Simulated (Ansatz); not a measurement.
This Ansatz (an electronic-structure program) input is the reference run, SiO2 (space group P3_221, No. 154), computed with DFT with PBE, PAW potentials and a 420 eV plane-wave cutoff in Ansatz, no SOC:

Ansatz 0.2 input:
```yaml
crystal:
  lattice:
    - [5.0221098256, 0, 0]
    - [-2.5110549128, 4.3492746896, 0]
    - [0, 0, 5.5102771667]
  atoms:
    - { symbol: Si, position: [0.4767254877, 0.4767254877, 0] }
    - { symbol: Si, position: [0.5232745123, 0, 0.6666666667] }
    - { symbol: Si, position: [0, 0.5232745123, 0.3333333333] }
    - { symbol: O, position: [0.4145310256, 0.1591484662, 0.8717835474] }
    - { symbol: O, position: [0.8408515338, 0.2553825595, 0.5384502141] }
    - { symbol: O, position: [0.1591484662, 0.4145310256, 0.1282164526] }
    - { symbol: O, position: [0.5854689744, 0.7446174405, 0.7948831193] }
    - { symbol: O, position: [0.2553825595, 0.8408515338, 0.4615497859] }
    - { symbol: O, position: [0.7446174405, 0.5854689744, 0.2051168807] }
basis: { ecutwfc: 420, ecutrho_ratio: 4, xc_grid: 2, fft_grid_basis: typed }
kpoints: { mp_grid: { grid: [8, 8, 6] } }
hamiltonian:
  xc: pbe
  dispersion: none
  pseudopotentials: { kind: paw }
scf: { occupations: { method: fermi_dirac, width: 0.05 }, convergence: { dr2_threshold: 0.0000000009 } }
output: { forces: true, stress: true }
checkpoint: { write: state.ck, write_every: 1000 }
```

Write the input for this change: uniaxial strain ε_zz = −1.50 %, all other strain components held at zero, atoms relaxed at fixed cell.


Ansatz 0.2 input:
```yaml
crystal:
  lattice:
    - [5.0221098256, 0, 0]
    - [-2.5110549128, 4.3492746896, 0]
    - [0, 0, 5.4276230092]
  atoms:
    - { symbol: Si, position: [0.4767254877, 0.4767254877, 0] }
    - { symbol: Si, position: [0.5232745123, 0, 0.6666666667] }
    - { symbol: Si, position: [0, 0.5232745123, 0.3333333333] }
    - { symbol: O, position: [0.4145310256, 0.1591484662, 0.8717835474] }
    - { symbol: O, position: [0.8408515338, 0.2553825595, 0.5384502141] }
    - { symbol: O, position: [0.1591484662, 0.4145310256, 0.1282164526] }
    - { symbol: O, position: [0.5854689744, 0.7446174405, 0.7948831193] }
    - { symbol: O, position: [0.2553825595, 0.8408515338, 0.4615497859] }
    - { symbol: O, position: [0.7446174405, 0.5854689744, 0.2051168807] }
basis: { ecutwfc: 420, ecutrho_ratio: 4, xc_grid: 2, fft_grid_basis: typed }
kpoints: { mp_grid: { grid: [8, 8, 6] } }
hamiltonian:
  xc: pbe
  dispersion: none
  pseudopotentials: { kind: paw }
scf: { occupations: { method: fermi_dirac, width: 0.05 }, convergence: { dr2_threshold: 0.0000000009 } }
relax: { f_tol: 0.005, max_steps: 50 }
output: { forces: true, stress: true }
checkpoint: { write: state.ck, write_every: 1000 }
```
This is the input that was run.

Whether these cells are dynamically stable was not tested.
